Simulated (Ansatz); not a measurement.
The parent structure is WSe₂ in the 2H-MoS2 type structure (space group P6_3/mmc, No. 194; a = 3.2790 Å, c = 12.7858 Å; layered, stacked along the Cartesian z axis). Axes: x lies along a and z along c of the hexagonal cell.

Structures relaxed with DFT with PBE-D3(BJ), PAW potentials and a 420 eV plane-wave cutoff in Ansatz (a quantum-chemistry and plane-wave program), no SOC, earlier PAW set.

Base:

Simulated powder pattern, Mo Kα, λ = 0.71073 Å (kinematic, ideal powder, no thermal factors, no anomalous dispersion; the 10 strongest lines at most, above 2 %, up to 2θ = 40°):

```json
[
 {"2θ (°)": "6.37", "I/Imax (%)": "68", "hkl": "(002)"},
 {"2θ (°)": "14.38", "I/Imax (%)": "33", "hkl": "(100)"},
 {"2θ (°)": "15.74", "I/Imax (%)": "13", "hkl": "(102)"},
 {"2θ (°)": "17.30", "I/Imax (%)": "100", "hkl": "(103)"},
 {"2θ (°)": "21.56", "I/Imax (%)": "43", "hkl": "(105)"},
 {"2θ (°)": "25.04", "I/Imax (%)": "30", "hkl": "(110)"},
 {"2θ (°)": "25.86", "I/Imax (%)": "14", "hkl": "(112)"},
 {"2θ (°)": "30.59", "I/Imax (%)": "20", "hkl": "(203)"},
 {"2θ (°)": "36.18", "I/Imax (%)": "18", "hkl": "(118)"},
 {"2θ (°)": "39.93", "I/Imax (%)": "17", "hkl": "(213)"}
]
```

Perturbation: biaxial strain −4.89 %, plane normal [001], relaxed out of plane (Cartesian); in-plane vectors clamped, the third vector and the atoms free.

After the change:

Simulated powder pattern, Mo Kα, λ = 0.71073 Å (kinematic, ideal powder, no thermal factors, no anomalous dispersion; the 10 strongest lines at most, above 2 %, up to 2θ = 40°):

```tsv
2θ (°)	I/Imax (%)	hkl
6.25	70	(002)
15.12	30	(100)
17.82	100	(103)
21.84	40	(105)
26.35	27	(110)
27.10	12	(112)
31.99	19	(203)
32.58	14	(116)
36.77	18	(118)
38.22	13	(1 0 11)
```

The indices refer to the base's conventional cell; one index is shown for lines that coincide.

Stability against distortions was not tested.
